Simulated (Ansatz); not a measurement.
Effect of biaxial strain −1.00 %, plane normal [111], relaxed out of plane on BaTiO3

Start from BaTiO₃ in the cubic perovskite structure (space group Pm-3m, No. 221; a = 3.935 Å). Axes: x, y, z lie along the cube axes.

The change: compressive biaxial strain of 1.00 % in the plane normal to [111], as in epitaxy on a mismatched substrate; the out-of-plane cell vector and the atoms relax.

Calculations: Ansatz (a quantum-chemistry and plane-wave program), LDA, PAW, cutoff 420 eV, scalar-relativistic without spin-orbit coupling. k-mesh 8×8×8 (Γ-centred); smearing 0.05 eV (Fermi–Dirac).

- Volume per atom: 12.01 Å³ (base 12.18 Å³)
- Shortest interatomic distance: 3.700 bohr (base 3.718 bohr)
- Energy relative to the base (free energy F): +3.2 meV/atom
- Band gap: 1.82 eV (base 1.83 eV)
- Gap character: direct at Γ
- Valence-band top at Γ (three highest levels, from the VBM): 0.00, 0.00, -0.10 eV
- Out-of-plane strain: +0.59 %
- Ratio −ε⊥/ε∥: 0.59
- Mean in-plane stress (compression positive): +4.3 GPa

Final structure (turned so that z lies along the plane normal):

```yaml
crystal:
  lattice:
    - [5.50867, 0.00000, 0.00000]
    - [2.75433, 4.77065, 0.00000]
    - [2.75433, -1.59022, 2.28504]
  atoms:
    - { symbol: Ba, position: [0.00000, 0.00000, 0.00000] }
    - { symbol: Ti, position: [0.00000, 0.50000, 0.50000] }
    - { symbol: O, position: [0.50000, 0.00000, 0.00000] }
    - { symbol: O, position: [0.00000, 0.50000, 0.00000] }
    - { symbol: O, position: [0.50000, 0.50000, 0.00000] }
```

Stability against distortions was not tested. The final runs are not spin-polarised. Many cubic perovskites are stable only at high temperature; tilts and polar distortions were not tested. This is not the structure that BaTiO3 has at room temperature and ambient pressure. Labels are those of the standard path for the cell's own space group.
